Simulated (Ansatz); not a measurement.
Take MgS in the rock salt structure (space group Fm-3m, No. 225) as the base.

```
MgS
1.0
    0.00000     2.61481     2.61481
    2.61481     0.00000     2.61481
    2.61481     2.61481     0.00000
S Mg
1 1
Direct
  0.00000   0.00000   0.00000
  0.50000   0.50000   0.50000
```

Calculations: PBE (Ansatz, a first-principles code; PAW; 420 eV plane waves; without spin-orbit coupling), earlier PAW set.

One change was made to it. Results:

The lattice parameter a goes up by 0.024 Å (5.230 Å → 5.254 Å); the hole mass (degenerate bands, along [100]) changes from 0.25, 0.97, 0.97 mₑ (at Γ) to 0.25, 0.98, 0.98 mₑ (at Γ); the smallest direct gap falls by 0.107 eV (3.60 eV → 3.50 eV); the band gap drops by 0.03 eV (2.76 eV → 2.73 eV).

### Question
What was done to the base?
(A) pressure 0.7 GPa
(B) pressure 0.3 GPa
(C) pressure −2 GPa
(D) pressure 1.5 GPa
(E) pressure −1 GPa

### Answer
E, pressure −1 GPa. For comparison, the lattice parameter a in the other runs: pressure 0.3 GPa gives 5.223 Å; pressure −2 GPa gives 5.280 Å; pressure 1.5 GPa gives 5.196 Å; pressure 0.7 GPa gives 5.214 Å.

Load acts through the strain it causes; cell and atoms are relaxed under it. Effective masses come from finite differences of ±0.01 Å⁻¹. Whether these cells are dynamically stable was not tested.
